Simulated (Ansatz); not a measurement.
For SnTe (model structure, started from the wurtzite type, P6₃mc, No. 186, 4 atoms in the cell), PBE (Ansatz, a program for electronic structure, PAW) gives:

- lattice constant a = 5.425 Å
- c axis length = 6.508 Å
- cohesive energy = 2.97 eV/atom
- band gap = 0.61 eV

Question: What does r²SCAN+rVV10 (Ansatz, PAW) give for the same quantities?

Answer: 
- lattice constant a: 5.356 Å (decreases by 1.3 %)
- lattice parameter c: 6.406 Å (shrinks by 1.6 %)
- cohesive energy: 3.07 eV/atom (rises by 0.10 eV/atom)
- band gap: 0.42 eV (decreases by 0.19 eV)

Changes are worked out from the printed values.

Unless a cell is named, each level is at its own relaxed cell (PBE 41.47, r²SCAN+rVV10 39.78 Å³/atom).

Levels without +SOC leave out spin–orbit coupling, which shifts energies and cells of such heavy elements.

Levels without +SOC have no spin–orbit coupling; where heavier elements are present it shifts gaps, mostly down, and can invert bands. Density-functional gaps are differences of (generalised) Kohn–Sham levels.

Ansatz's density-functional and Hartree–Fock values are scalar-relativistic unless marked +SOC, with PAW data made under PBE.

A model structure was made by putting elements into a prototype or built by hand; it is no filed structure, need not be a known phase, and can be a saddle point held by its symmetry.
